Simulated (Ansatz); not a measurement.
A computed series for MgS: response to strain

Take MgS in the rock salt structure (space group Fm-3m, No. 225; a = 5.1820 Å) as the base. Axes: x, y, z lie along the cube axes.

Strains are applied to the cell and any free atomic positions relax.

Level of theory: PBEsol (Ansatz, an electronic-structure program), scalar-relativistic without spin-orbit coupling.

Candidates:
(a) uniaxial strain ε_zz = −1.50 %
(b) uniaxial strain ε_zz = +2.50 %
(c) uniaxial strain ε_zz = −0.50 %
(d) uniaxial strain ε_zz = +2.00 %

For the base:

- Smallest direct gap: 3.69 eV

Order them by smallest direct gap, lowest first.

(b) uniaxial strain ε_zz = +2.50 % (3.43 eV), (d) uniaxial strain ε_zz = +2.00 % (3.48 eV), (c) uniaxial strain ε_zz = −0.50 % (3.72 eV), (a) uniaxial strain ε_zz = −1.50 % (3.79 eV)

Stability against distortions was not tested.
